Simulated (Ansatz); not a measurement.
BAs under load (space group I-4m2), r2SCAN with spin-orbit coupling, rigid bands (Ansatz, a quantum-chemistry and plane-wave program). Condition of this run: biaxial stress in (001) of 9.6 GPa (compression positive) (the target of the relaxation). Band gap 0.91 eV, N_c = 2.28e19 cm⁻³ and N_v = 3.73e18 cm⁻³ at 300 K, conductivity masses along z (a = (0.00, 2.32, 2.42) Å; b = (2.32, 0.00, 2.42) Å; c = (2.32, 2.32, 0.00) Å) of 0.220 mₑ (electrons) and 0.224 mₑ (holes). Take k_BT = 0.02585 eV.

Q: Find the intrinsic carrier density and the intrinsic Fermi level.

A: n_i = √(N_c N_v) exp(−E_g/2k_BT) = 9.22e18 × exp(−17.60) = 2.1e11 cm⁻³. The level lies (k_BT/2) ln(N_v/N_c) = -23 meV from mid-gap (positive towards the conduction band). Each 0.1 eV added to the gap lowers n_i by a factor of 6.9.

Q: A film of it is 5 nm thick, with its normal along the direction named. Estimate the confinement energies in an infinite well.

A: ħ²π²/(2m t²) = 0.376 eV·nm²/(m/mₑ × t²) gives 68.4 meV for electrons and 67.1 meV for holes, so the gap would widen to about 1.05 eV. Finite barriers and nonparabolic bands lower this, and with several valleys or bands the heaviest mass along the normal sets the lowest level, not this average.

Q: What built-in voltage has an abrupt junction with N_A = 1e16 and N_D = 1e18 cm⁻³, all dopants ionised?

A: V_bi = E_g/e − (k_BT/e) ln(N_c N_v/(N_A N_D)) = 0.91 − 0.02585 × 9.05 = 0.68 V, for the computed gap.

Rigid bands with the computed gap; masses take one relaxation time for all states. Geometry: cell and atoms relaxed with PBEsol.
